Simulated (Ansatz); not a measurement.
We consider WTe2 (P6₃/mmc, No. 194, 6 atoms in the cell; start mp-1019322; a measured phase of this formula has another space group), described by PBE0 (Ansatz, a quantum-chemistry and plane-wave program, plane waves, PAW).

Run with plane-wave cutoff 500 eV, 12×12×2 k mesh (along the axes of the cell as run), gaussian smearing 0.02 eV, no spin polarisation, scalar-relativistic PAW data made under PBE.

Cell (relaxed with PBEsol):

```xyz
6
Lattice="3.4968 0.0000 0.0000 -1.7484 3.0283 0.0000 0.0000 0.0000 14.0684" Properties=species:S:1:pos:R:3 pbc="T T T"
Te     0.0000     2.0189    12.3643
Te     1.7484     1.0094     1.7041
Te     1.7484     1.0094     5.3301
Te     0.0000     2.0189     8.7383
W      0.0000     2.0189     3.5171
W      1.7484     1.0094    10.5513
```

Problem. What does this level give for the band gap?

Solution. 
- band gap = 1.84 eV (on the SCF k mesh)

Note: cell and atoms aren't relaxed at this level (pressure 0.7 GPa); the cell has widely spaced layers and the level no dispersion term, so their spacing and the moduli can rest on weak binding.

Spin–orbit coupling is not included; with these elements it can move the gap by several tenths of an eV or more.

Static lattice: no zero-point or thermal effects.

A start named mp-… is a Materials Project structure, which need not be a measured phase.
